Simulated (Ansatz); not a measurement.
Start from CdSe in the zinc blende structure (space group F-43m, No. 216; a = 6.0075 Å). Axes: x, y, z lie along the cube axes.

Structures relaxed with LDA in Ansatz (plane waves to 420 eV, PAW, no spin-orbit coupling).

Base:

Simulated powder pattern, Co Kα, λ = 1.79026 Å (kinematic, ideal powder, no thermal factors, no anomalous dispersion; the 8 strongest lines at most, above 2 %, up to 2θ = 90°):

```csv
2θ (°),I/Imax (%),hkl
29.91,100,(111)
34.68,3.2,(200)
49.85,71,(220)
59.23,44,(311)
73.17,11,(400)
81.01,18,(331)
```

After one change:

Simulated powder pattern, Co Kα, λ = 1.79026 Å (kinematic, ideal powder, no thermal factors, no anomalous dispersion; the 8 strongest lines at most, above 2 %, up to 2θ = 90°):

| 2θ (°) | I/Imax (%) |
|---|---|
| 29.87 | 100 |
| 49.32 | 24 |
| 49.99 | 47 |
| 58.74 | 30 |
| 59.92 | 14 |
| 72.33 | 7.8 |
| 80.17 | 6.2 |
| 81.20 | 12 |

Question: Which change produced these results?
A) biaxial strain −2.00 %, plane normal [001], relaxed out of plane
B) biaxial strain −1.50 %, plane normal [001], relaxed out of plane
C) biaxial strain +2.00 %, plane normal [001], relaxed out of plane
D) biaxial strain +1.00 %, plane normal [001], relaxed out of plane

Answer: D, biaxial strain +1.00 %, plane normal [001], relaxed out of plane. Its volume per atom is 27.24 Å³ against 27.10 Å³, and its space group is I-4m2 (No. 119).

No phonon test of stability was made.

Ansatz is a quantum-chemistry and plane-wave program.
